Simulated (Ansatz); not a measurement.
# A self-consistent single point of TiRh3 (P4mm, 4 atoms in the cell) with Ansatz

Method: LDA (PW92), default PAW files made with PBE (plane waves; Ansatz, a first-principles code).

Input as run:

Ansatz 0.2 input:
```yaml
crystal:
  lattice:
    - [3.806840, 0.000000, 0.000000]
    - [0.000000, 3.806840, 0.000000]
    - [0.000000, 0.000000, 3.806840]
  atoms:
    - { symbol: Ti, position_ang: [0.000000, 0.000000, 0.049999] }
    - { symbol: Rh, position_ang: [1.903420, 1.903420, 0.000000] }
    - { symbol: Rh, position_ang: [0.000000, 1.903420, 1.903420] }
    - { symbol: Rh, position_ang: [1.903420, 0.000000, 1.903420] }
basis:
  ecutwfc: 420.0
kpoints:
  mp_grid:
    grid: [9, 9, 9]
hamiltonian:
  xc: lda
  pseudopotentials:
    kind: paw
scf:
  occupations:
    method: fermi_dirac
    width: 0.1
output:
  forces: true
  eigenvalues: true
  stress: true
```

Log, with long lists cut:

```
WARN ansatz: RAYON_NUM_THREADS=1 ignored (pool sized by the plan → 1); use --threads N
Pseudopotentials: kind: paw
Pseudopotential: Ti, paw, valence charge 12
Pseudopotential: Rh, paw, valence charge 17
Crystal: 4 atoms, lattice volume = 55.169 Å³
Basis set: ecut = 420 eV, 1045 PW (Γ)
Bands: 38, of which v1, the nominal top of the filled ones, is band 32 counted from 1 (31 counted from 0)
Symmetry: 8 space group operations
Space group: P4mm (ITA 99), of the structure as read, at distance tolerance 3.8e-5 Å
k-points: 75 of 729 (time reversal used)
PAW frozen core: Ti, regenerated for the run's functional, and the local potential with it
PAW frozen core: Rh, regenerated for the run's functional, and the local potential with it
Initial density: superposition of atomic densities (neutral atoms: chi_scale 0, normalization atom), corrected by the library's trained network
Initial wavefunctions: pseudopotential atomic-orbital guess
Eigensolver: davidson
Functional: x = slater, c = lda
SCF iter   1: F=—  HF=-21288.919369 eV  |F-HF|=—  |Δ(HF+E_count)|=         —  Δρ=1.90e-2  dr2=2.92e-1  ethr=1.77e-3  ⟨swp⟩=4.8  Hψ=8846  notcnv=0
all-band conjugate gradients solve this SCF's bands
preconditioner: auto → Kerker (q_TF=auto, 2.789 Å⁻¹)
SCF iter   2: F=—  HF=-21288.897643 eV  |F-HF|=—  |Δ(HF+E_count)|=   2.17e-2  Δρ=9.04e-3  dr2=7.11e-2  ethr=4.63e-4  ⟨swp⟩=1.0  Hψ=3450  notcnv=0
SCF iter   3: F=—  HF=-21288.890502 eV  |F-HF|=—  |Δ(HF+E_count)|=   7.14e-3  Δρ=1.53e-3  dr2=2.08e-3  ethr=1.13e-4  ⟨swp⟩=1.1  Hψ=2858  notcnv=0
SCF iter   4: F=—  HF=-21288.890255 eV  |F-HF|=—  |Δ(HF+E_count)|=   2.46e-4  Δρ=2.58e-4  dr2=4.36e-5  ethr=3.30e-6  ⟨swp⟩=1.7  Hψ=3349  notcnv=0
SCF iter   5: F=—  HF=-21288.890258 eV  |F-HF|=—  |Δ(HF+E_count)|=   2.72e-6  Δρ=6.93e-5  dr2=1.52e-6  ethr=6.92e-8  ⟨swp⟩=2.0  Hψ=3967  notcnv=0
SCF iter   6: F=-21288.890258 eV  HF=-21288.890258 eV  |F-HF|=3.84e-8  |Δ(HF+E_count)|=   3.10e-7  Δρ=1.47e-5  dr2=8.28e-8  ethr=1.59e-10  ⟨swp⟩=5.2  Hψ=11806  notcnv=0
SCF 1 converged in 6 iterations: F = -21288.890258 eV  dr2 = 8.28e-8
SCF converged after 6 iterations
Free energy (F): -21288.890258 eV
Harris-Foulkes:  -21288.890258 eV  (|F-HF|=3.84e-8)
Internal energy: -21288.773207 eV  (E = F + TS)
E sigma→0 (E₀):  -21288.831732 eV
Entropy (-TS):   -0.117051 eV (-29.263 meV/atom)
Fermi energy:    20.545536 eV
--- Per-component energies (eV) ---
  E_band       = -405.717244
  E_kinetic    = 1997.327894
  E_local      = -5548.491358  (includes V_loc(G=0)·N_el)
  E_nonlocal   = 1091.072694
  E_hartree    = 2003.839872
  E_xc         = -761.430593
  E_vxc        = -959.950351  (∫ρ·V_xc dr)
  E_paw        = -11390.083127  (= ΣΔE_a)
  E_vpaw       = -993.338529  (= ΣTr[D̂ρ^β])
  E_aug_tail   = 0.002334  (compensation charges beyond the density's cutoff)
  E_ewald      = -8683.204320
  E_core_change = 2.193397  (= ΣΔE_core)
  E_smearing   = -0.117051  (= −TS)
  E_closure    = -0.000000  (closes the sum)
  Σ components = -21288.890258   (vs F -21288.890258, Δ=0.00e0)
--- Forces (eV/Å), atoms counted from 1 ---
  atom   1  Ti    -0.00000000     0.00000000    -0.23525977
  atom   2  Rh    -0.00000000     0.00000000     0.03348878
  atom   3  Rh     0.00000000     0.00000000     0.10088376
  atom   4  Rh     0.00000000     0.00000000     0.10088376
  max |Σ_I F_I| component: 3.46e-6 eV/Å
--- Stress (GPa, compression-positive) ---
       -7.173078       0.000000       0.000000
        0.000000      -7.173078       0.000000
        0.000000       0.000000      -7.123929
  P = ⅓ Tr σ = -7.1567 GPa (-71.567 kbar)
  The stress holds the Pulay correction. Without it, at fixed plane waves, as pw.x and ABINIT print it: P = -7.2488 GPa
--- Band table (eV; the first three rows and the last of 75) ---
  k-point 0: bands = ["-57.7750", "-57.6627", "-57.6610", "-35.7877", "-25.9332", "-25.9332", "-25.9327", "-25.6303", "-25.6296", "-25.6296", "-25.4352", "-25.4352", "-25.4345", "-12.3408", "-12.3399", "-12.3399", "13.0642", "14.6560", "15.0470", [...]
  k-point 1: bands = ["-57.7720", "-57.6640", "-57.6627", "-35.7879", "-25.9246", "-25.9246", "-25.9184", "-25.6321", "-25.6321", "-25.6312", "-25.4500", "-25.4415", "-25.4415", "-12.3459", "-12.3411", "-12.3411", "13.2297", "14.7632", "15.1262", [...]
  k-point 2: bands = ["-57.7635", "-57.6725", "-57.6626", "-35.7883", "-25.9009", "-25.9009", "-25.8772", "-25.6403", "-25.6403", "-25.6335", "-25.4943", "-25.4576", "-25.4576", "-12.3589", "-12.3441", "-12.3441", "13.7035", "15.0604", "15.3377", [...]
  k-point 74: bands = ["-57.7015", "-57.6987", "-57.6967", "-35.7854", "-26.0704", "-25.8917", "-25.8893", "-25.8890", "-25.4709", "-25.4692", "-25.4652", "-25.4517", "-25.4504", "-12.3563", "-12.3543", "-12.3539", "15.1190", "15.1481", "15.2071", [...]
```

The run converged in 6 iterations.

The starting cell comes from a database of computed structures (which also holds hypothetical and non-ambient phases and stackings), without a prior relaxation at this level. Its lattice was rescaled by up to half a per cent. One atom was moved a little off its site on purpose. Spin polarisation is off. With a pressure of about -7 GPa the cell is away from its equilibrium volume at this level. Ansatz's pressure includes its estimate of the finite-basis (Pulay) stress.
